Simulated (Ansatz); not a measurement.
Results of HSE06 (PAW; Ansatz, an electronic-structure program) for BeS (model structure, started from the CdTe type, P6₄22, No. 181, 6 atoms in the cell).

Numerical settings: plane-wave cutoff 460 eV, 9×9×4 k mesh (along the axes of the cell as run), Fermi–Dirac smearing 0.01 eV, scalar-relativistic PAW data made under PBE.

Cell (relaxed with PBEsol):

Space group P6₄22 (No. 181); a = b = 3.4236 Å, c = 7.7459 Å, α = β = 90.00°, γ = 120.00°

| atom | site | symmetry | x | y | z |
|---|---|---|---|---|---|
| Be | 3c | 222 | 0.5000 | 0.0000 | 0.0000 |
| S | 3d | 222 | 0.5000 | 0.0000 | 0.5000 |

Problem. Estimate the band gap, smallest direct gap on the k points sampled and Γ–Γ gap that the calculation returns.

Solution. 
- band gap: 3.52 eV (indirect)
- smallest direct gap on the k points sampled: 4.88 eV
- Γ–Γ gap: 5.06 eV

Note: the relaxation could raise the start's symmetry but not lower it, so the cell can be a saddle point; cell and atoms aren't relaxed at this level (pressure 1.1 GPa).

The computed numbers hold no vibrational or temperature effects.

A model structure was made by putting elements into a prototype or built by hand; it is no filed structure, need not be a known phase, and can be a saddle point held by its symmetry.
